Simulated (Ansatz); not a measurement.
Base system: Ta in the bcc (W type) structure (space group Im-3m, No. 229; a = 3.2819 Å).

The other end (x = 1) is Re in the bcc (W type) structure (space group Im-3m, No. 229; a model cell, its experimental status unchecked): 14.68 Å³/atom, gap zero; this end may not be an ambient phase.

Computed with PBEsol (Ansatz, a first-principles code; PAW; 420 eV plane waves; no SOC).

Re replaces a fraction x of Ta; each row is one arrangement (x, atoms in the cell, starting space group or random), fully relaxed.

One change was made to it. Results:

```tsv
quantity	base	after
mixing energy (to 0.01 eV only: unlike meshes or grids) (against an end that may be hypothetical)	–	-0.26 eV/atom
shortest interatomic distance	2.842 Å	2.671 Å
deviation of the volume from the linear (Vegard-type) interpolation	–	-1.0 %
```

Q: Name the change that was made.
(A) x(Re) = 0.75, 4 atoms, P4/mmm
(B) x(Re) = 0.25, 4 atoms, Cmmm
(C) x(Re) = 0.75, 4 atoms, Immm
(D) x(Re) = 0.25, 4 atoms, P4/mmm

A: C, x(Re) = 0.75, 4 atoms, Immm. For comparison, the shortest interatomic distance in the other runs: x(Re) = 0.25, 4 atoms, Cmmm gives 2.689 Å; x(Re) = 0.75, 4 atoms, P4/mmm gives 2.707 Å; x(Re) = 0.25, 4 atoms, P4/mmm gives 2.786 Å.

Each cell is one ordered arrangement of few atoms, which overstates ordering effects compared with a random alloy. Whether these cells are dynamically stable was not tested. All final runs are without spin polarisation. This is not the structure that Re has at room temperature and ambient pressure.
